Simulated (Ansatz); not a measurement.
**C vacancy + 1 H in 4H silicon carbide**

Level of theory: PBE, PAW (plane waves to 420 eV; Ansatz, a first-principles code). A 3×2×1 supercell of 96 sites was used; the energies come from a 2×2×2 shifted sampling of its zone. Sites at the start: the C(h) site; 1 H on the vacancy's neighbours. Energies of charged states are corrected for periodic images (point charge plus alignment at distant sites). Dielectric constants: PBE linear response of the host. Host gap at this level: 2.23 eV. A cell of this size leaves errors of a few tenths of an eV. The semilocal functional narrows the gap, so deep levels can fall outside it. Spin–orbit coupling is left out. Each state is the lowest found from its start.

Formation energies E_f are given with the Fermi level at the valence-band maximum. Chemical conditions: C-rich (Δμ(C) = 0.00 eV, Δμ(H) = -0.32 eV, bounded by CH4 molecule; only phases computed here count, gases as isolated molecules at 0 K); Si-rich (Δμ(C) = -0.41 eV, Δμ(H) = -0.22 eV, bounded by CH4 molecule; only phases computed here count, gases as isolated molecules at 0 K). Reference phases: C: graphite, H: H2 molecule in a box.

| charge | moment (μB) | largest move off a lattice site (Å) | image correction with alignment (eV) | E_f, C-rich (eV) | E_f, Si-rich (eV) |
|---|---|---|---|---|---|
| +1† | not spin-polarised | 0.22 | 0.09 | – | – |
| 0 | 1.0 | 0.21 | 0.00 | 4.90 | 4.39 |
| −1 | not spin-polarised | 0.31 | 0.24 | 6.84 | 6.33 |

† Not settled in this cell, so no level is given: charge +1: no spin-polarised start tried.

Not the lowest form: the same atoms on another site or from another start ended lower, by 0.12 eV at charge 0; by 0.11 eV at charge −1. The levels below are those of this configuration alone.

Transition levels above the valence-band maximum: ε(0/−1) = 1.94 eV.

Flagged in the runs: a host whose relaxation on this sampling wasn't shown to rest, a strain field that reaches the edge of the cell.
